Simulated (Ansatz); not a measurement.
The reference is Mg2RuH6 (space group Fm-3m, No. 225; a cell from a computed database, its experimental status unchecked).

```cif
data_H24Mg8Ru4
_chemical_formula_sum 'Mg8 H24 Ru4'
_space_group_name_H-M_alt 'Fm-3m'
_space_group_IT_number 225
_space_group_name_Hall '-F 4 2 3'
_cell_length_a 6.57825
_cell_length_b 6.57825
_cell_length_c 6.57825
_cell_angle_alpha 90.000
_cell_angle_beta 90.000
_cell_angle_gamma 90.000
loop_
_atom_site_label
_atom_site_type_symbol
_atom_site_symmetry_multiplicity
_atom_site_Wyckoff_symbol
_atom_site_fract_x
_atom_site_fract_y
_atom_site_fract_z
_atom_site_occupancy
Mg1 Mg 8 c 0.25000 0.25000 0.25000 1
H1 H 24 e 0.00000 0.00000 0.25461 1
Ru1 Ru 4 a 0.00000 0.00000 0.00000 1
```
(The calculation used a cell of 9 atoms; values per cell refer to that cell.)

The values are results of Ansatz (a program for electronic structure) PBEsol, scalar-relativistic without spin-orbit coupling, not measurements.

For the base:

```
Item                                 Value
-----------------------------  -----------
Band gap                           2.98 eV
Gap character                  direct at X
Lattice parameter a                6.578 Å
Width of the top valence band      0.95 eV
```

It is then changed as follows: cell and atoms relaxed at a pressure of 10 GPa.

Task: How does this affect the band gap, gap character, lattice parameter a and width of the top valence band?

Result: The band gap grows by 0.10 eV, from 2.98 eV to 3.08 eV; the gap character changes from direct at X to direct at Γ–X (88 % along); the lattice parameter a falls by 0.218 Å to 6.360 Å; the width of the top valence band increases by 0.07 eV (0.95 eV → 1.02 eV).

Load acts through the strain it causes; cell and atoms are relaxed under it. Whether these cells are dynamically stable was not tested. No other phases were tried under pressure.
